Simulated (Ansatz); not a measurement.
Base system: BeS in the zinc blende structure (space group F-43m, No. 216; a = 4.8379 Å). Axes: x, y, z lie along the cube axes.

Method: DFT with PBEsol, PAW potentials and a 420 eV plane-wave cutoff in Ansatz (a quantum-chemistry and plane-wave program), scalar-relativistic without spin-orbit coupling.

For the base:

```
Property                            Result
---------------------  -------------------
Valence-band top at Γ  0.00, 0.00, 0.00 eV
Volume per atom                   14.15 Å³
```

Perturbation: biaxial strain +1.85 %, plane normal [001], relaxed out of plane (Cartesian); in-plane vectors clamped, the third vector and the atoms free.

Problem. What does the calculation give for the valence-band top at Γ, volume per atom and hole mass after the change?

Solution. The valence-band top at Γ (three highest levels, from the VBM) goes from 0.00, 0.00, 0.00 eV to 0.00, -0.17, -0.17 eV; the volume per atom grows by 0.303 Å³, from 14.15 Å³ to 14.46 Å³; the hole mass comes out as 0.33 mₑ out of plane, 0.54 mₑ in plane (at Γ).

The levels and masses belong to the bands next to the band gap. Masses are band curvatures over ±0.01 Å⁻¹ around the edge. Whether these cells are dynamically stable was not tested.
